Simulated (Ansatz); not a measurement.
An Ansatz (a program for electronic structure) input (r2SCAN (Ansatz; PAW; 500 eV plane waves; scalar-relativistic without spin-orbit coupling)):

Ansatz 0.2 input:
```yaml
crystal:
  lattice:
    - [4.4446427214, 0, 0]
    - [2.2223213607, 3.8491735075, 0]
    - [2.2223213607, -1.2830578358, 3.4962659909]
  atoms:
    - { symbol: Ga, position: [0, 0, 0] }
    - { symbol: Sb, position: [0.5, 0.25, 0.75] }
basis: { ecutwfc: 500, ecutrho_ratio: 4, xc_grid: 4, fft_grid_basis: typed }
kpoints: { mp_grid: { grid: [13, 13, 13] } }
hamiltonian:
  xc: r2scan
  dispersion: none
  pseudopotentials: { kind: paw }
scf: { occupations: { method: fermi_dirac, width: 0.05 } }
relax: { f_tol: 0.005, max_steps: 50, cell: { stress_tol: 0.01, fix: [a, b, gamma] } }
output: { forces: true, stress: true }
checkpoint: { write: state.ck, write_every: 1000 }
```

**Question.** Which symmetry and how many k-points will the program report, and about how many plane waves at Γ?

**Answer.** Space group R3m (ITA 160) with 6 operations, k-points 231 of 2197, and 1489 plane waves at Γ.

**Question.** And the final pressure?

**Answer.** -1.85 GPa (compression positive).

The cells carry an imposed strain or load. No phonon test of stability was made. The cell was made from GaSb in the zinc blende structure (space group F-43m, No. 216) by this change: biaxial strain +2.50 %, plane normal [111], relaxed out of plane.
